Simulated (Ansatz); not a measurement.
Electronic density of states of amorphous C₆₀H₁₆, density 2.07 g/cm³, on a 2×2×2 Γ-centred mesh with a Gaussian width of 0.1 eV; energies count from the Fermi level, whose place inside the gap is arbitrary. Cell and mesh are small, so fine structure isn't converged. Computed with PBE-D3(BJ), scalar-relativistic without spin-orbit coupling (plane waves to 420 eV, PAW; Ansatz, a program for electronic structure). Sampling: a 2×2×2 Γ-centred mesh; Fermi-Dirac width 0.05 eV; no spin polarisation.

The cell was made by melting and quenching with the CHGNet potential and then relaxed with DFT. The hot cell started wider than the set density and was brought back towards it in steps. It is the lowest in DFT energy of 2 quenches. It is a model cell: composition and starting density were chosen by hand, and all elements were melted together. The geometry includes D3(BJ) dispersion. A short ab initio anneal came between quench and relaxation. Its density started from a set value of 2.26 and ended at 2.07 g/cm³. Cooling (nominally 640 K/ps over its main leg) ran many orders faster than in experiment, which tends to leave more defects and strain. Values belong to this one cell and scatter from quench to quench. The volume was free in the relaxation, at fixed shape. Stress components on the final sampling reach 1.5 GPa.

| E - EF (eV) | states/(eV atom) |
|---|---|
| -12.00 | 0.12 |
| -11.90 | 0.12 |
| -11.80 | 0.16 |
| -11.70 | 0.16 |
| -11.60 | 0.13 |
| -11.50 | 0.14 |
| -11.40 | 0.14 |
| -11.30 | 0.15 |
| -11.20 | 0.15 |
| -11.10 | 0.15 |
| -11.00 | 0.14 |
| -10.90 | 0.10 |
| -10.80 | 0.16 |
| -10.70 | 0.19 |
| -10.60 | 0.13 |
| -10.50 | 0.11 |
| -10.40 | 0.10 |
| -10.30 | 0.10 |
| -10.20 | 0.15 |
| -10.10 | 0.15 |
| -10.00 | 0.14 |
| -9.90 | 0.15 |
| -9.80 | 0.18 |
| -9.70 | 0.18 |
| -9.60 | 0.20 |
| -9.50 | 0.25 |
| -9.40 | 0.21 |
| -9.30 | 0.17 |
| -9.20 | 0.18 |
| -9.10 | 0.21 |
| -9.00 | 0.25 |
| -8.90 | 0.22 |
| -8.80 | 0.19 |
| -8.70 | 0.22 |
| -8.60 | 0.27 |
| -8.50 | 0.22 |
| -8.40 | 0.16 |
| -8.30 | 0.18 |
| -8.20 | 0.20 |
| -8.10 | 0.22 |
| -8.00 | 0.20 |
| -7.90 | 0.21 |
| -7.80 | 0.25 |
| -7.70 | 0.27 |
| -7.60 | 0.30 |
| -7.50 | 0.32 |
| -7.40 | 0.25 |
| -7.30 | 0.24 |
| -7.20 | 0.27 |
| -7.10 | 0.28 |
| -7.00 | 0.27 |
| -6.90 | 0.23 |
| -6.80 | 0.27 |
| -6.70 | 0.32 |
| -6.60 | 0.30 |
| -6.50 | 0.23 |
| -6.40 | 0.24 |
| -6.30 | 0.27 |
| -6.20 | 0.30 |
| -6.10 | 0.29 |
| -6.00 | 0.29 |
| -5.90 | 0.30 |
| -5.80 | 0.32 |
| -5.70 | 0.28 |
| -5.60 | 0.29 |
| -5.50 | 0.33 |
| -5.40 | 0.34 |
| -5.30 | 0.30 |
| -5.20 | 0.30 |
| -5.10 | 0.30 |
| -5.00 | 0.29 |
| -4.90 | 0.29 |
| -4.80 | 0.32 |
| -4.70 | 0.33 |
| -4.60 | 0.28 |
| -4.50 | 0.29 |
| -4.40 | 0.28 |
| -4.30 | 0.30 |
| -4.20 | 0.30 |
| -4.10 | 0.28 |
| -4.00 | 0.26 |
| -3.90 | 0.28 |
| -3.80 | 0.32 |
| -3.70 | 0.27 |
| -3.60 | 0.18 |
| -3.50 | 0.19 |
| -3.40 | 0.22 |
| -3.30 | 0.20 |
| -3.20 | 0.18 |
| -3.10 | 0.18 |
| -3.00 | 0.17 |
| -2.90 | 0.16 |
| -2.80 | 0.15 |
| -2.70 | 0.11 |
| -2.60 | 0.11 |
| -2.50 | 0.16 |
| -2.40 | 0.16 |
| -2.30 | 0.12 |
| -2.20 | 0.14 |
| -2.10 | 0.17 |
| -2.00 | 0.19 |
| -1.90 | 0.24 |
| -1.80 | 0.23 |
| -1.70 | 0.17 |
| -1.60 | 0.19 |
| -1.50 | 0.19 |
| -1.40 | 0.18 |
| -1.30 | 0.19 |
| -1.20 | 0.14 |
| -1.10 | 0.13 |
| -1.00 | 0.16 |
| -0.90 | 0.17 |
| -0.80 | 0.19 |
| -0.70 | 0.14 |
| -0.60 | 0.12 |
| -0.50 | 0.16 |
| -0.40 | 0.15 |
| -0.30 | 0.06 |
| -0.20 | 0.01 |
| -0.10 | 0.00 |
| 0.00 | 0.00 |
| 0.10 | 0.00 |
| 0.20 | 0.01 |
| 0.30 | 0.07 |
| 0.40 | 0.13 |
| 0.50 | 0.05 |
| 0.60 | 0.01 |
| 0.70 | 0.03 |
| 0.80 | 0.09 |
| 0.90 | 0.12 |
| 1.00 | 0.13 |
| 1.10 | 0.11 |
| 1.20 | 0.10 |
| 1.30 | 0.12 |
| 1.40 | 0.16 |
| 1.50 | 0.16 |
| 1.60 | 0.14 |
| 1.70 | 0.11 |
| 1.80 | 0.04 |
| 1.90 | 0.03 |
| 2.00 | 0.12 |
| 2.10 | 0.19 |
| 2.20 | 0.15 |
| 2.30 | 0.14 |
| 2.40 | 0.12 |
| 2.50 | 0.12 |
| 2.60 | 0.17 |
| 2.70 | 0.16 |
| 2.80 | 0.11 |
| 2.90 | 0.10 |
| 3.00 | 0.12 |
| 3.10 | 0.12 |
| 3.20 | 0.10 |
| 3.30 | 0.10 |
| 3.40 | 0.11 |
| 3.50 | 0.13 |
| 3.60 | 0.14 |
| 3.70 | 0.13 |
| 3.80 | 0.10 |
| 3.90 | 0.10 |
| 4.00 | 0.11 |
| 4.10 | 0.13 |
| 4.20 | 0.13 |
| 4.30 | 0.16 |
| 4.40 | 0.15 |
| 4.50 | 0.14 |
| 4.60 | 0.17 |
| 4.70 | 0.16 |
| 4.80 | 0.13 |
| 4.90 | 0.09 |
| 5.00 | 0.10 |
| 5.10 | 0.13 |

The gap on this mesh is 0.66 eV; the broadening fills part of it in the curve.
